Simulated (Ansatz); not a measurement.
Given:

```
ZnCu2SnS4
1.0
   -2.68686     2.68686     5.25642
    2.68686    -2.68686     5.25642
    2.68686     2.68686    -5.25642
Cu Zn Sn S
2 1 1 4
Direct
  0.00000   0.00000   0.00000
  0.75000   0.25000   0.50000
  0.25000   0.75000   0.50000
  0.50000   0.50000   0.00000
  0.37031   0.89902   0.00877
  0.10098   0.10975   0.47129
  0.89025   0.36154   0.99123
  0.63846   0.62969   0.52871
```

No spin polarisation.

All numbers come from PBEsol, PAW, 420 eV (Ansatz, an electronic-structure program; no spin-orbit coupling). Γ-centred 9×9×9 mesh, Fermi–Dirac width 0.05 eV.

Task: Predict the space group and pressure.

Result: The space group is I-4 (No. 82). The pressure (mean of the normal stresses, compression positive) is 1.90 GPa.

The cells carry an imposed strain or load. Stability against distortions was not tested. The final runs are not spin-polarised. The cell was made from ZnCu$_{2}$SnS$_{4}$ (space group I-4, No. 82) by this change: uniaxial strain ε_zz = −2.25 %.
